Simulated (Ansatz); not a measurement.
**Convergence test for ZnO (P6_3mc, 4 atoms in the cell)**

```
CELL_PARAMETERS angstrom
      3.26228     0.00000     0.00000
     -1.63114     2.82522     0.00000
      0.00000     0.00000     5.26227
ATOMIC_POSITIONS crystal
  Zn 0.66667 0.33333 0.50059
  Zn 0.33333 0.66667 0.00059
  O  0.66667 0.33333 0.87972
  O  0.33333 0.66667 0.37972
```

Level of theory: PBE0, PAW files made with PBE (plane waves; Ansatz, a quantum-chemistry and plane-wave program).

The starting cell comes from a database of computed structures (which also holds hypothetical and non-ambient phases and stackings), without a prior relaxation at this level. Its lattice was rescaled by a random factor within 2.5 % of one. Ansatz's pressure includes its estimate of the finite-basis (Pulay) stress.

Held fixed: basis.ecutwfc = 420 eV; hamiltonian.xc = pbe0; hamiltonian.pseudopotentials = {kind: paw} (the program's default PAW files); scf.occupations.method = fixed.

ΔF is the free energy per atom less that of the last row (8 8 4).

The series runs over kpoints.mp_grid.grid = 4 4 2; 5 5 3; 6 6 3; 7 7 4; 8 8 4.

Question: From which setting on does the gap on the mesh stay within 0.05 eV of the last one?

Answer: From kpoints.mp_grid.grid = 5 5 3 on; the one before it is off by 0.054 eV.

```
kpoints.mp_grid.grid  ΔF (meV/atom)  pressure (GPa)  largest force (eV/Å)  gap on the mesh (eV)  k-points  iterations
--------------------  -------------  --------------  --------------------  --------------------  --------  ----------
4 4 2                           4.0           -2.36                 0.011                 3.194         8          19
5 5 3                          0.77           -2.38                 0.013                 3.163        10          19
6 6 3                          0.26           -2.37                 0.014                 3.152        14          19
7 7 4                          0.08           -2.37                 0.014                 3.142        24          20
8 8 4                          0.00           -2.37                 0.014                 3.139        30          20
```

Gaps are taken between levels on the mesh.

Keys are those of Ansatz 0.2.
